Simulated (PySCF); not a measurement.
PySCF 2.14.0, PBE0/def2-svp, df: W(O)(OH)4 ([O]=[W]([OH])([OH])([OH])[OH]), 10 atoms. The geometry is a generated start, not checked to be a minimum at this level.

| Item | Value |
|---|---|
| task | energy |
| method | pbe0 |
| basis | def2-svp |
| two-electron scheme | density fitting |
| mol.max_memory | 3000 MB |
| mf.max_cycle | 100 |
| mf.init_guess | minao (default) |
| mf.DIIS | CDIIS (default) |
| mf.conv_tol | 1e-09 (default) |
| mf.grids.level | 3 (default) |
| effective core potentials | those of the basis set, past Kr |
| basis functions | 122 |
| grid points | 133952 |

```xyz
10

W      0.4028    -0.1193     0.2877
O      1.7937    -0.6729     1.0479
O     -1.0766     0.4760    -0.7291
H     -1.6040     0.4864    -1.5323
O      0.6490     1.7503     0.6531
H      0.0481     2.4660     0.3876
O      0.8663    -1.0014    -1.3959
H      1.6801    -1.5289    -1.4551
O     -0.8969    -0.9624     1.4149
H     -1.8624    -0.8939     1.3214
```

Charge 0 and multiplicity 1 are set for this test and not shown to be the ground state.

One run each on 2 threads, 1 BLAS thread. Values of diis_space tried: 3, 5, 8 (default), 12, 20.

Which value of diis_space needs the fewest Fock builds, and what happens away from it?

Fewest Fock builds, within one of each other: 8 (default) with 14, 12 with 14, 20 with 14. The count rises to 23 at 3. All converge to one solution.

```json
[
 {"diis_space": "3", "Fock builds": "23", "end": "same solution"},
 {"diis_space": "5", "Fock builds": "17", "end": "same solution"},
 {"diis_space": "8 (default)", "Fock builds": "14", "end": "same solution"},
 {"diis_space": "12", "Fock builds": "14", "end": "same solution"},
 {"diis_space": "20", "Fock builds": "14", "end": "same solution"}
]
```
